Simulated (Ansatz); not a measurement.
An Ansatz (a quantum-chemistry and plane-wave program) run: YCuGe with a change (Ge → As); PBEsol in Ansatz (plane waves to 420 eV, PAW, without spin-orbit coupling).

Input:

Ansatz 0.2 input:
```yaml
crystal:
  lattice:
    - [4.0305314803, 0, 0]
    - [-2.0152657402, 3.4905426527, 0]
    - [0, 0, 3.9204247404]
  atoms:
    - { symbol: Y, position: [0, 0, 0] }
    - { symbol: Cu, position: [0.3333333333, 0.6666666667, 0.5] }
    - { symbol: As, position: [0.6666666667, 0.3333333333, 0.5] }
basis: { ecutwfc: 420, ecutrho_ratio: 4, xc_grid: 2, fft_grid_basis: typed }
kpoints: { mp_grid: { grid: [13, 13, 12] } }
hamiltonian:
  xc: pbesol
  dispersion: none
  pseudopotentials: { kind: paw }
scf: { occupations: { method: fermi_dirac, width: 0.05 }, convergence: { dr2_threshold: 0.0000000003 } }
output: { forces: true, stress: true }
checkpoint: { write: state.ck, write_every: 1000 }
```

Output (explanatory and most iteration lines left out):

```
Pseudopotential: Y, paw, valence charge 11
Pseudopotential: Cu, paw, valence charge 19
Pseudopotential: As, paw, valence charge 15
Crystal: 3 atoms, lattice volume = 55.155 Å³
Basis set: ecut = 420 eV, 1081 PW (Γ), exchange–correlation on 54×54×54 points (8 copies of the dense FFT grid, shifted against one another)
Bands: 27, of which v1, the nominal top of the filled ones, is band 23 counted from 1 (22 counted from 0)
Symmetry: 12 space group operations
Space group: P-6m2 (ITA 187), of the structure as read, at distance tolerance 3.8e-5 Å
k-points: 147 of 2028 (time reversal used)
Functional: x = pbesol(κ = 0.804, μ = 0.12345679012345678), c = pbesol(β = 0.046)
SCF iter   1: F=—  HF=-15199.725511 eV  |F-HF|=—  |Δ(HF+E_count)|=         —  Δρ=7.96e-3  dr2=1.91e-2  ethr=1.77e-3  ⟨swp⟩=6.0  Hψ=14938  notcnv=0
SCF iter   2: F=—  HF=-15199.724802 eV  |F-HF|=—  |Δ(HF+E_count)|=   7.09e-4  Δρ=6.32e-3  dr2=2.03e-2  ethr=4.25e-5  ⟨swp⟩=2.0  Hψ=9109  notcnv=0
SCF 1 converged in 11 iterations: F = -15199.720394 eV  dr2 = 3.03e-11
SCF converged after 11 iterations
Free energy (F): -15199.720394 eV
Internal energy: -15199.708106 eV  (E = F + TS)
E sigma→0 (E₀):  -15199.714250 eV
Entropy (-TS):   -0.012288 eV (-4.096 meV/atom)
Fermi energy:    13.803430 eV
--- Forces (eV/Å), atoms counted from 1 ---
  atom   1  Y      0.00000000    -0.00000000     0.00000000
  atom   2  Cu     0.00000000     0.00000000     0.00000000
  atom   3  As     0.00000000    -0.00000000     0.00000000
--- Stress (GPa, compression-positive) ---
        0.001121       0.000000       0.000000
       -0.000000       0.001121       0.000000
        0.000000       0.000000      -0.000510
  P = ⅓ Tr σ = 0.0006 GPa (0.006 kbar)
```

No phonon test of stability was made. The final runs are not spin-polarised. An odd electron count without spin: YCuAs. The cell was made from YCuGe by this change: Ge → As; the result is a hypothetical phase, not in the database extracts checked.
